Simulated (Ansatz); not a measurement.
A relaxation of cell and atoms of HgTe (Cmcm, 4 atoms in the cell) with Ansatz (a quantum-chemistry and plane-wave program).

Method: PBEsol, default PAW files made with PBE (plane waves; Ansatz).

The change in words: atoms on their sites; basis.ecutwfc: 420 eV → 210 eV; relax: default → cell and atoms. Reference geometry:
```
CELL_PARAMETERS angstrom
      2.98354    -3.45653     0.00000
      2.98354     3.45653     0.00000
      0.00000     0.00000     5.78077
ATOMIC_POSITIONS crystal
  Hg 0.34305 0.65695 0.75865
  Hg 0.65695 0.34305 0.25000
  Te 0.78481 0.21519 0.75000
  Te 0.21519 0.78481 0.25000
```

Reference input (self-consistent single point, DFT, PBEsol, plane waves, default PAW files made with PBE): basis.ecutwfc = 420 eV; kpoints.mp_grid.grid = 4 4 3; hamiltonian.xc = pbesol; hamiltonian.pseudopotentials = {kind: paw} (the program's default PAW files); scf.occupations.method = gaussian; scf.occupations.width = 0.1 eV. This run's input differs from it in these lines:

Ansatz 0.2 input:
```diff
@@ -7,3 +7,3 @@
   atoms:
-    - { symbol: Hg, position_ang: [2.983542, 1.085004, 4.385572] }
+    - { symbol: Hg, position_ang: [2.983542, 1.085004, 4.335574] }
     - { symbol: Hg, position_ang: [2.983542, -1.085004, 1.445191] }
@@ -12,3 +12,3 @@
 basis:
-  ecutwfc: 420.0
+  ecutwfc: 210.0
 kpoints:
@@ -20,2 +20,4 @@
   occupations: { method: gaussian, width: 0.1 }
+relax:
+  cell: {}
 output:
```

Output (repeated stretches shortened):

```
   [... SCF lines of the steps left out ...]
relax step   1: F+E_penalty+E_count = -41114.77783243 eV  Δ(F+E_penalty+E_count) = +0.000e0 eV  max|allowed force component| = 2.852e-1 eV/Å  Δτ_max = 0.0000 Å  P = -0.637 GPa  Ω = 119.231 Å³  (8 SCF iters, dr2 threshold 1.00e-7 eV, accepted)
relax step   2: F+E_penalty+E_count = -41120.35434140 eV  Δ(F+E_penalty+E_count) = -5.577e0 eV  max|allowed force component| = 1.369e-1 eV/Å  Δτ_max = 0.1947 Å  P = +35.379 GPa  Ω = 113.934 Å³  energy of the carried Pulay correction = +6.149e0 eV  [...]
   [... lines left out ...]
relax step 119: F+E_penalty+E_count = -41115.00703789 eV  Δ(F+E_penalty+E_count) = -4.303e-2 eV  max|allowed force component| = 2.121e-3 eV/Å  Δτ_max = 0.0015 Å  P = -0.004 GPa  Ω = 108.373 Å³  energy of the carried Pulay correction = +4.283e-2 eV  [...]
relax step 120: F+E_penalty+E_count = -41114.95285399 eV  Δ(F+E_penalty+E_count) = +5.418e-2 eV  max|allowed force component| = 6.576e-3 eV/Å  Δτ_max = 0.0000 Å  P = -0.114 GPa  Ω = 108.373 Å³  stress off target by 4.63e-1 GPa  SCF on the basis [...]
basis re-selected at this cell: Δ(F+E_penalty+E_count) = +5.418e-2 eV, ΔP = -0.110 GPa vs the last step
   [... lines left out ...]
Free energy (F): -41114.952854 eV
Fermi energy:    11.992819 eV
Error: variable-cell relaxation did not converge after 120 `relax_step` rows, as none of its last 28 fresh-basis SCF(s) at a relaxed cell met both thresholds with a finite energy. The last misses `relax.cell.stress_tol`: largest allowed force component 6.58e-3 eV/Å (`relax.f_tol` 1.00e-2 eV/Å), stress off the target on the free part of the cell 4.63e-1 GPa (`relax.cell.stress_tol` 5.00e-2 GPa), F+E_penalty+E_count -41114.95285399 eV. The closest is row 120, whose structure comes with this error. Larger ratio of force or stress to its threshold at each such SCF whose figures are numbers: 102.965, 96.739, 89.009, 85.157, 74.624, 65.696, 57.427, 51.528, 42.140, 34.563, 32.003, [...]
   [... lines left out ...]
to start a new deck from the relaxed geometry:
  cell:  # Å, volume = 108.3729 Å³
    - [2.9058413524811506, -3.3411056691295795, 0.0]
    - [2.9058413524811506, 3.3411056691295795, 0.0]
    - [0.0, 0.0, 5.581212912035751]
  atoms:
    - { symbol: Hg, position: [0.36470995011314233, 0.6352900498868577, 0.7499999135062725] }
    - { symbol: Hg, position: [0.6352900498868577, 0.36470995011314233, 0.24999991350627235] }
    - { symbol: Te, position: [0.8405637162047033, 0.15943628379529667, 0.7499999135062725] }
    - { symbol: Te, position: [0.15943628379529667, 0.8405637162047033, 0.24999991350627235] }
```

The relaxation ended unconverged.  The full log also holds: “iter 5 did not close the SCF: its close was put off for the readings that it lacked (scf_convergence_deferred on its scf_iter line)”. The full log also holds: “iter 5 did not close the SCF: its close was put off for the readings that it lacked (scf_convergence_deferred on its scf_iter line)”.

The starting cell comes from a database of computed structures (which also holds hypothetical and non-ambient phases and stackings), without a prior relaxation at this level. Its lattice was rescaled by up to half a per cent. The cutoff lies below the one recommended for these files.

Cost on one core of a shared machine: roughly 2 min.
